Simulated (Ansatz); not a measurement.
## Response to strain in MgS

Take MgS in the rock salt structure (space group Fm-3m, No. 225) as the base.

```
MgS
1.0
    0.00000     2.60152     2.60152
    2.60152     0.00000     2.60152
    2.60152     2.60152     0.00000
Mg S
1 1
Direct
  0.00000   0.00000   0.00000
  0.50000   0.50000   0.50000
```

Cartesian axes are those of the cell as printed.

Strains are applied to the cell and any free atomic positions relax; under biaxial strain the out-of-plane vector relaxes too.

All numbers come from r2SCAN (Ansatz, a first-principles code), no SOC.

Candidates:
(a) biaxial strain −2.50 %, plane normal [001], relaxed out of plane
(b) biaxial strain −1.50 %, plane normal [001], relaxed out of plane
(c) biaxial strain −0.50 %, plane normal [001], relaxed out of plane

Before the change:

| Item | Value |
|---|---|
| Smallest direct gap | 4.64 eV |

Q: Order them by smallest direct gap, lowest first.

A: (c) biaxial strain −0.50 %, plane normal [001], relaxed out of plane (4.68 eV), (b) biaxial strain −1.50 %, plane normal [001], relaxed out of plane (4.76 eV), (a) biaxial strain −2.50 %, plane normal [001], relaxed out of plane (4.84 eV)

Whether these cells are dynamically stable was not tested.
